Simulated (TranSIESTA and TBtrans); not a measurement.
Run with TranSIESTA and TBtrans (open boundaries, self-consistent; PseudoDojo norm-conserving potentials, scalar-relativistic): PAO.BasisSize DZP, PAO.EnergyShift 0.15 eV, XC.Authors PBE, Mesh.Cutoff 200 Ry, ElectronicTemperature 300 K, TS.Voltage 0.0 eV, TBT.Elecs.Eta 0.001 eV, no spin polarisation.

Junction: Ag chain with one C atom inserted. Leads: straight Ag chain, spacing 2.517 Å. Geometry: 3 atoms about the centre moved by SIESTA (PBE, DZP) to a largest force of 0.03 eV/Å, all others as built, motion along the axis alone.

Task: Give the largest eigenchannel transmissions at the Fermi level (four at most) and the total.

Result: 0.68; total 0.68. The straight chain is held at its spacing; free chains may zigzag or dimerise. No spin-polarised start was tried, so a magnetic state, if there is one, is missed.
